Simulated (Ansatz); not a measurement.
Consider the following.

```
CELL_PARAMETERS angstrom
      4.19694     0.00000     0.00000
      2.09847     3.63466     0.00000
      2.09847    -1.21155     3.40102
ATOMIC_POSITIONS crystal
  P  0.50083 0.74959 0.24876
  In 0.99917 0.00041 0.00124
```

No spin polarisation.

Method: r2SCAN, PAW, 500 eV (Ansatz, a first-principles code; scalar-relativistic without spin-orbit coupling). Settings: 10×10×10 k-points, 0.05 eV Fermi–Dirac smearing.

**Question.** Predict the electron mass, in-plane stress and gap character.

**Answer.** The electron mass is 0.071 mₑ (at Γ) and the mean in-plane stress (compression positive) is -0.7 GPa. The gap character is direct at Γ.

The cells carry an imposed strain or load. Masses are band curvatures over ±0.01 Å⁻¹ around the edge. No phonon test of stability was made. The cell was made from InP in the zinc blende structure (space group F-43m, No. 216) by this change: biaxial strain +0.48 %, plane normal [111], relaxed out of plane.
